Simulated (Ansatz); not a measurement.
## BBi (model structure, started from the litharge type, P4/nmm, No. 129, 4 atoms in the cell)

Calculation: PBE (PAW; Ansatz, a program for electronic structure).

Numerical settings: plane-wave cutoff 500 eV, 8×8×8 k mesh, Fermi–Dirac smearing 0.05 eV, scalar-relativistic PAW data made under PBE.

Cell (relaxed at this level):

```yaml
crystal:
  lattice:
    - [5.07123, 0.00000, 0.00000]
    - [0.00000, 5.07123, 0.00000]
    - [0.00000, 0.00000, 3.16532]
  atoms:
    - { symbol: B, position: [0.50000, 0.00000, 0.14089] }
    - { symbol: B, position: [0.00000, 0.50000, 0.85911] }
    - { symbol: Bi, position: [0.00000, 0.00000, 0.00000] }
    - { symbol: Bi, position: [0.50000, 0.50000, 0.00000] }
```

| Item | Value |
|---|---|
| band gap | zero (no gap) |

Note: the relaxation could raise the start's symmetry but not lower it, so the cell can be a saddle point.

Spin–orbit coupling is not included; it can shift volumes and moduli of such heavy elements.

Computed values are for the static lattice.

It cost roughly 70 core-seconds of CPU time.

A model structure was made by putting elements into a prototype or built by hand; it is no filed structure, need not be a known phase, and can be a saddle point held by its symmetry.
